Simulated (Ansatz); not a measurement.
Bond-angle distributions (per cent of the angles at each element, bins of 10°) of a relaxed model of amorphous Ge-Sb-Te (Ge$_{18}$Sb$_{18}$Te$_{45}$) at 5.85 g/cm³. All values below come from PBE, scalar-relativistic without spin-orbit coupling, PAW (Ansatz default set, large-core Te) (plane waves to 420 eV; Ansatz, a program for electronic structure).

It comes from a melt-quench run on a machine-learned potential (CHGNet), relaxed afterwards by DFT. The hot cell started wider than the set density and was brought back towards it in steps. It is the lowest in DFT energy of 4 quenches. It is a model cell: composition and starting density were chosen by hand, and all elements were melted together. No dispersion term was used. Its density started from a set value of 5.85 and ended at 5.85 g/cm³. The simulated quench (nominally 40 K/ps over its main leg) is rapid and tends to freeze in more defects than a deposited or slowly cooled glass has. A cell of this size samples the disorder only roughly. The volume was held where the preparation left it and the shape relaxed, at a PBE pressure of 0.9 GPa. Stress components on the final sampling reach 0.9 GPa. On a 2×2×2 Γ-centred mesh force components of up to 0.43 eV/Å stay, since the relaxation ran on the zone centre alone.

Neighbours within Ge-Ge 2.85 Å, Ge-Sb 3.11 Å, Ge-Te 3.18 Å, Sb-Sb 3.24 Å, Sb-Te 3.32 Å, Te-Te 3.31 Å count as bonded.

```csv
angle (°),at Ge,at Sb,at Te
50-60,0,0,2
60-70,3,1,1
70-80,7,8,10
80-90,17,32,22
90-100,29,27,27
100-110,17,11,10
110-120,11,4,14
120-130,2,2,5
130-140,0,0,3
140-150,3,2,1
150-160,4,3,3
160-170,5,7,1
170-180,2,3,1
```

They go with these counts of neighbours within the cut-offs, cation contacts included: Ge mean 3.9, most often 4; Sb mean 4.1, most often 4; Te mean 3.0, most often 3.
